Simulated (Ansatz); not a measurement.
Consider BAs in the zinc blende structure (space group F-43m, No. 216; a = 4.784 Å).

Method: r2SCAN/PAW in Ansatz (a quantum-chemistry and plane-wave program), no spin-orbit coupling.

One change was made to it. Results:

| quantity | base | after |
|---|---|---|
| volume per atom | 13.69 Å³ | 13.54 Å³ |
| smallest direct gap | 3.44 eV | 3.45 eV |
| hole mass (degenerate bands, along [100]) | 0.21, 0.22, 0.22 mₑ (at Γ) | 0.22 mₑ (at Γ) |

### Question
Which change produced these results?
(A) pressure 1.5 GPa
(B) pressure 3 GPa
(C) pressure 5 GPa
(D) pressure −2 GPa
(E) pressure 7.5 GPa

### Answer
A, pressure 1.5 GPa. For comparison, the volume per atom in the other runs: pressure −2 GPa gives 13.89 Å³; pressure 7.5 GPa gives 13.04 Å³; pressure 5 GPa gives 13.24 Å³; pressure 3 GPa gives 13.41 Å³.

Load acts through the strain it causes; cell and atoms are relaxed under it. Effective masses come from finite differences of ±0.01 Å⁻¹. Whether these cells are dynamically stable was not tested. No other phases were tried under pressure.
